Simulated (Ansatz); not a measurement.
The structure below was relaxed with plane-wave PAW DFT at the PBEsol level (Ansatz, an electronic-structure program, 420 eV), without spin-orbit coupling.

```
MgTe
1.0
    0.00000     2.95254     2.95254
    2.95254     0.00000     2.95254
    2.95254     2.95254     0.00000
Te Mg
1 1
Direct
  0.00000   0.00000   0.00000
  0.50000   0.50000   0.50000
```

### Question
Find the space group and the Wyckoff positions.

### Answer
Space group Fm-3m (No. 225); a = 5.9051 Å, b = 5.9051 Å, c = 5.9051 Å, α = 90.00°, β = 90.00°, γ = 90.00°

| atom | site | symmetry | x | y | z |
|---|---|---|---|---|---|
| Te | 4a | m-3m | 0.0000 | 0.0000 | 0.0000 |
| Mg | 4b | m-3m | 0.5000 | 0.5000 | 0.5000 |

Whether these cells are dynamically stable was not tested. The cell was made from BeTe by this change: Be → Mg; the result is a model cell, its experimental status unchecked. This is not the structure that MgTe has at room temperature and ambient pressure.
